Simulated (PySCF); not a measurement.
PySCF 2.14.0, unrestricted PBE0/def2-tzvp, df: Al(OH)2 ([OH][Al][OH]), charge 0, multiplicity 2, 5 atoms. The geometry is a generated start, not checked to be a minimum at this level.

```yaml
task: energy
method: pbe0
basis: def2-tzvp
two_electron_scheme: density fitting
mol.max_memory: 3000 MB
mf.max_cycle: 100
mf.DIIS: CDIIS (default)
mf.conv_tol: 1e-09 (default)
mf.grids.level: 3 (default)
basis_functions: 111
grid_points: 66960
```

```xyz
5

Al    -0.0159    -0.5027    -0.1208
O      1.2184     0.1466    -1.0217
H      1.8512     0.6347    -1.5381
O     -1.1960    -0.2392     1.0149
H     -1.8577    -0.0393     1.6658
```

Charge 0 and multiplicity 2 are set for this test and not shown to be the ground state.

With the defaults (mf.diis = true, mf.level_shift = 0, mf.init_guess = minao, mf.damp = 0, mf.diis_start_cycle = 1, mf.diis_space = 8, mf.diis_damp = 0) it converges in 13 Fock builds. One run each on 2 threads, 1 BLAS thread, with these changes:
- mf.init_guess = atom
- mf.level_shift = 0.1 Hartree
- mf.diis_damp = 0.3
- mf.level_shift = 1 Hartree
- mf.diis_space = 5
- mf.diis = false
- mf.diis_space = 3
- mf.init_guess = sap
- mf.diis = false, mf.damp = 0.7, mf.diis_start_cycle = 999

Question: Which of these changes keep the SCF from converging, or lead it to another solution?

Answer: No convergence: mf.diis = false (the run ends without SCF convergence in 100 cycles). The rest reach the solution of the defaults.

| setting | Fock builds | end |
|---|---|---|
| the defaults | 13 | same solution |
| mf.init_guess = atom | 13 | same solution |
| mf.diis_space = 5 | 13 | same solution |
| mf.diis_damp = 0.3 | 13 | same solution |
| mf.level_shift = 0.1 Hartree | 14 | same solution |
| mf.init_guess = sap | 14 | same solution |
| mf.diis_space = 3 | 15 | same solution |
| mf.diis = false, mf.damp = 0.7, mf.diis_start_cycle = 999 | 34 | same solution |
| mf.level_shift = 1 Hartree | 46 | same solution |
| mf.diis = false | 101 | no convergence |
